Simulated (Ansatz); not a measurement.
The reference is Pt in the fcc (Cu type) structure (space group Fm-3m, No. 225; relaxed with 0.1 eV smearing).

```
Pt
1.0
    0.00000     1.97088     1.97088
    1.97088     0.00000     1.97088
    1.97088     1.97088     0.00000
Pt
1
Direct
  0.00000   0.00000   0.00000
```

Cartesian axes are those of the cell as printed.

The values are results of r2SCAN/PAW in Ansatz (an electronic-structure program), spin-orbit coupling left out, not measurements.

One thing is altered: uniaxial strain ε_zz = +2.00 %, all other strain components held at zero, atoms relaxed at fixed cell.

Question: Predict the stress tensor and what it implies for the stiffness.

Answer: Stress of the strained cell less that of the base (GPa, compression positive):
```
   -4.4     0.0     0.0
    0.0    -4.4     0.0
    0.0     0.0    -6.2
```

Then −Δσ_ii/ε with ε = 0.0200 gives secant stiffness values (nonlinear terms included at this strain): C33 ≈ 312 GPa, C13 ≈ 220 GPa and C23 ≈ 220 GPa.

As a check, the harmonic strain energy −½ V₀ Δσ:ε is 6.0 meV/atom; the computed energy rise is 6.1 meV/atom.

Whether these cells are dynamically stable was not tested. All final runs are without spin polarisation. Pt lies near a magnetic instability that expansion can trigger; it was not tested.
